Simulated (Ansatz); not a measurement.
CaZnF₄ (I4₁/a, No. 88, 12 atoms in the cell; start COD 1529060), treated with Hartree–Fock in Ansatz (plane waves, PAW).

Settings: plane-wave cutoff 460 eV, 6×6×6 k mesh, Fermi–Dirac smearing 0.01 eV, scalar-relativistic PAW data made under PBE.

Cell (measured lattice):

```xyz
12
Lattice="-2.6615 2.6615 5.5060 2.6615 -2.6615 5.5060 2.6615 2.6615 -5.5060" Properties=species:S:1:pos:R:3 pbc="T T T"
Zn     0.0000     2.6615     2.7530
Zn     0.0000     0.0000     0.0000
Ca     2.6615     0.0000     2.7530
Ca     0.0000     0.0000     5.5060
F      1.8098    -1.2509     4.4929
F      1.4106     3.5132     1.7399
F      0.8517     3.9124    -1.0131
F      1.2509    -0.8517     7.2459
F      0.8517     1.2509     3.7661
F      1.2509     1.8098     6.5191
F      1.8098     1.4106    -1.7399
F      1.4106     0.8517     1.0131
```

Question: Predict the band gap.

Answer: 
- band gap: 17.96 eV (direct)

Note: the file's cell can be that of a phase stable at another temperature; cell and atoms aren't relaxed at this level (largest force component 0.26 eV/Å, pressure 1.8 GPa).

Computed values are for the static lattice.

Computing time: around 28 core-minutes (rough).

Ansatz is a program for electronic structure.
